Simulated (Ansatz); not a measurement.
TiP, response to strain

Base system: TiP (space group P6_3/mmc, No. 194).

```yaml
crystal:
  lattice:
    - [3.45478, 0.00000, 0.00000]
    - [-1.72739, 2.99193, 0.00000]
    - [0.00000, 0.00000, 11.60476]
  atoms:
    - { symbol: Ti, position: [0.33333, 0.66667, 0.38375] }
    - { symbol: Ti, position: [0.66667, 0.33333, 0.61625] }
    - { symbol: Ti, position: [0.66667, 0.33333, 0.88375] }
    - { symbol: Ti, position: [0.33333, 0.66667, 0.11625] }
    - { symbol: P, position: [0.66667, 0.33333, 0.25000] }
    - { symbol: P, position: [0.33333, 0.66667, 0.75000] }
    - { symbol: P, position: [0.00000, 0.00000, 0.50000] }
    - { symbol: P, position: [0.00000, 0.00000, 0.00000] }
```

Cartesian axes are those of the cell as printed.

Strains are applied to the cell and any free atomic positions relax; under biaxial strain the out-of-plane vector relaxes too.

Level of theory: PBEsol, PAW, 420 eV (Ansatz, a first-principles code; spin-orbit coupling left out).

Notes on the quantities. pressure: mean of the normal stresses, compression positive.

| change | pressure | shortest interatomic distance |
|---|---|---|
| base | 0.0 GPa | 2.408 Å |
| biaxial strain +1.23 %, plane normal [001], relaxed out of plane | -2.0 GPa | 2.420 Å |
| isotropic strain −1.35 % | 6.7 GPa | 2.376 Å |
| isotropic strain +4.90 % | -16.1 GPa | 2.524 Å |

Without a gap, meshes like the base's 16×16×4 leave anisotropic stresses uncertain by several tenths of a GPa, and small strain energies with them. No phonon test of stability was made. The final runs are not spin-polarised.
